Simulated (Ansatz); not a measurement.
Abridged Ansatz (an electronic-structure program) output:

```
Relaxation: its limit of steps is 50 (relax.max_steps)
Pseudopotential: Ga, paw, valence charge 13
Pseudopotential: Sb, paw, valence charge 15
Crystal: 2 atoms, lattice volume = 56.572 Å³
Basis set: ecut = 500 eV, 1435 PW (Γ), exchange–correlation on 128×128×128 points (64 copies of the dense FFT grid, shifted against one another)
Bands: 18, of which v1, the nominal top of the filled ones, is band 14 counted from 1 (13 counted from 0)
Symmetry: 6 space group operations
k-points: 231 of 2197 (time reversal used)
Functional: x = r2scan, c = r2scan; τ floored in thin density (d = 2e-4 eV/Å³)
SCF iter   1: F=—  HF=-10289.849271 eV  |F-HF|=—  |Δ(HF+E_count)|=         —  Δρ=7.65e-3  dr2=1.47e-2  dr2_τ=3.38e-3  ethr=1.77e-3  ⟨swp⟩=6.0  Hψ=21714  notcnv=0
SCF iter   2: F=—  HF=-10289.857770 eV  |F-HF|=—  |Δ(HF+E_count)|=   8.50e-3  Δρ=1.97e-3  dr2=1.93e-3  dr2_τ=3.90e-5  ethr=5.26e-5  ⟨swp⟩=2.0  Hψ=9017  notcnv=0
SCF 1 converged in 6 iterations: F = -10289.857274 eV  dr2 = 1.79e-8
relax step   1: F+E_penalty+E_count = -10289.85727360 eV  Δ(F+E_penalty+E_count) = +0.000e0 eV  max|allowed force component| = 1.508e-1 eV/Å  Δτ_max = 0.0000 Å  P = +1.099 GPa  Ω = 56.572 Å³  fix = [a, b, gamma]  reactions: a +1.875, b +1.875 GPa  (6 SCF iters, dr2 threshold 1.00e-7 eV, accepted)
[... steps on the carried basis left out ...]
relax step   4: F+E_penalty+E_count = -10289.85871154 eV  Δ(F+E_penalty+E_count) = -1.385e-6 eV  max|allowed force component| = 6.239e-5 eV/Å  Δτ_max = 0.0001 Å  P = +1.104 GPa  Ω = 56.538 Å³  energy of the carried Pulay correction = +6.584e-6 eV  fix = [a, b, gamma]  reactions: a +1.656, b +1.656 GPa  (4 SCF iters, dr2 threshold 3.30e-10 eV, accepted)
Crystal: 2 atoms, lattice volume = 56.538 Å³
SCF iter   1: F=—  HF=-10289.858706 eV  |F-HF|=—  |Δ(HF+E_count)|=         —  Δρ=1.57e-6  dr2=9.03e-10  dr2_τ=1.34e-10  ethr=3.18e-7  ⟨swp⟩=3.0  Hψ=32234  notcnv=0
SCF iter   2: F=—  HF=-10289.858705 eV  |F-HF|=—  |Δ(HF+E_count)|=   1.17e-6  Δρ=7.38e-7  dr2=5.12e-10  dr2_τ=2.46e-11  ethr=3.22e-12  ⟨swp⟩=3.9  Hψ=11281  notcnv=0
SCF 5 converged in 6 iterations: F = -10289.858705 eV  dr2 = 7.54e-13
SCF converged after 6 iterations
Free energy (F): -10289.858705 eV
Internal energy: -10289.858694 eV  (E = F + TS)
E sigma→0 (E₀):  -10289.858700 eV
Entropy (-TS):   -0.000011 eV (-0.005 meV/atom)
Fermi energy:    8.008170 eV
--- Forces (eV/Å), atoms counted from 1 ---
  atom   1  Ga     0.00000000     0.00000000    -0.00006585
  atom   2  Sb    -0.00000000    -0.00000000     0.00006582
--- Stress (GPa, compression-positive) ---
        1.655950       0.000000      -0.000000
        0.000000       1.655950      -0.000000
       -0.000000      -0.000000      -0.000251
  P = ⅓ Tr σ = 1.1039 GPa (11.039 kbar)
--- Relaxed structure (4 steps of the walk, 4 accepted, 1 SCFs on fresh bases) ---
  cell:  # Å, volume = 56.5380 Å³
    - [4.282033841390147, 2.656412057641869e-50, -1.1682752997488061e-33]
    - [2.1410169206950735, 3.7083500865085326, 8.32169550005289e-17]
    - [2.1410169206950735, -1.2361166955028442, 3.560490196395503]
  atoms:
    - { symbol: Ga, position: [-0.0017001477653375942, 0.0008500738826687969, 0.0025502216480063913] }
    - { symbol: Sb, position: [0.5017001477653376, 0.24914992611733122, 0.7474497783519936] }
```

### Question
What was computed, and what are the main results?

### Answer
GaSb, 2 atoms in the cell, with Kohn–Sham DFT with the r2SCAN functional, run in Ansatz with PAW and 500 eV plane waves, no SOC. The last SCF converged to F = -10289.858705 eV, or -5144.9294 eV per atom, at a pressure of 1.10 GPa. The total energy compares only with runs of the same code, potentials and settings.

Spin-orbit coupling, missing from the scalar runs, can matter with Sb. The cells carry an imposed strain or load. No phonon test of stability was made. The cell was made from GaSb in the zinc blende structure (space group F-43m, No. 216) by this change: biaxial strain −1.25 %, plane normal [111], relaxed out of plane.

Keys are those of Ansatz 0.2.
